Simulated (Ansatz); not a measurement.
The starting structures come from a database of crystals and need not be the phases stable at ambient conditions.

Given:

```
CELL_PARAMETERS angstrom
      5.57566     0.00000     0.00000
     -2.78783     4.82866     0.00000
      2.78783     1.60955     4.64445
ATOMIC_POSITIONS crystal
  Ta 0.00000 0.00000 0.00000
  Ta 0.00000 0.50000 0.50000
  Ag 0.50000 0.25000 0.25000
  Ag 0.50000 0.75000 0.75000
  O  0.50000 0.30653 0.75000
  O  0.50000 0.69347 0.25000
  O  0.94347 0.19347 0.75000
  O  0.05653 0.80653 0.25000
  O  0.05653 0.75000 0.75000
  O  0.94347 0.25000 0.25000
```

Space group of this cell: R-3c. The cell is taken as given; by r2SCAN its mean pressure is -6.7 GPa.

Transport runs along the normal of the first two printed cell vectors, the (001) plane of the conventional cell.

The gap is the functional's own, uncorrected, and κ follows it; spin-orbit coupling is left out. Mid-gap values are interpolated between the computed energies.

Problem. Compute, with r2SCAN in Ansatz (an electronic-structure program), the band gap and the smallest decay constant κ at mid-gap.

Solution. Gap 2.29 eV on a 8×8×8 mesh; κ = 0.273 1/Å, at (0.500, 0.000) of the in-plane reciprocal vectors. At the zone centre, at the nearest computed energy, the slowest state has κ = 0.28 1/Å.
